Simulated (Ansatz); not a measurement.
Base system: PbS (space group P6_3/mmc, No. 194; a = 4.951 Å, c = 5.916 Å; a hypothetical phase, not in the database extracts checked). Axes: x lies along a and z along c of the hexagonal cell.

Now apply this change: the cell is compressed by 2.58 % along z with no lateral relaxation, atoms relaxed at fixed cell.

Levels (all Ansatz, a quantum-chemistry and plane-wave program, PAW): PBEsol (420 eV, no spin-orbit coupling); r2SCAN (500 eV, no spin-orbit coupling); HSE06 (420 eV, no SOC).

At the geometry relaxed with PBEsol, these levels gave the following band gaps, in shuffled order: (a) 1.89 eV, (b) 1.56 eV, (c) 1.27 eV.

**Question.** Match each gap to its level.

**Answer.** (a) HSE06; (b) r2SCAN; (c) PBEsol.

Single points use the geometry relaxed with PBEsol. The hybrid gap comes from the SCF mesh plus the semilocal run's edge points and a few special points and is an upper bound. Spin-orbit coupling, missing from the scalar runs, can matter with Pb. The cells carry an imposed strain or load. Whether these cells are dynamically stable was not tested. The base started in P6_3mc and relaxed to P6_3/mmc at this level.
